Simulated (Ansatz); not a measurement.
A 32-atom cell of In(As,Sb) started in the zinc blende structure, site fractions As 0.625, Sb 0.375, short-range order -0.07 among the nearest mixed sites (0 is random, a negative value favours unlike neighbours), space group Cm at the end. The mixed sublattice has 16 sites.

The mixing enthalpy is taken against the end members in the zinc blende type, relaxed in the same cell and mesh.

The numbers are results of PBE (plane waves to 420 eV, PAW; Ansatz, a first-principles code), not measurements. No spin–orbit coupling; with elements this heavy it can move edges by tenths of an eV. Its k-point mesh 3×3×3, Fermi–Dirac width 0.01 eV.

```tsv
cell	energy at zero smearing (eV)
InAs	-167271.493
InSb	-193321.396
In8As5Sb3	-177039.756
```

Q: Work out the mixing enthalpy per mixed site and the interaction parameter Ω of a regular solution.

A: With x = 6/16 of the second end member, ΔH = [-177039.756 − 10/16 × (-167271.493) − 6/16 × (-193321.396)] / 16 = 28.2 meV against the separate end members. Ω = ΔH / x(1 − x) = 120 meV, which puts the top of the miscibility gap of this model at Ω / 2k = 700 K.
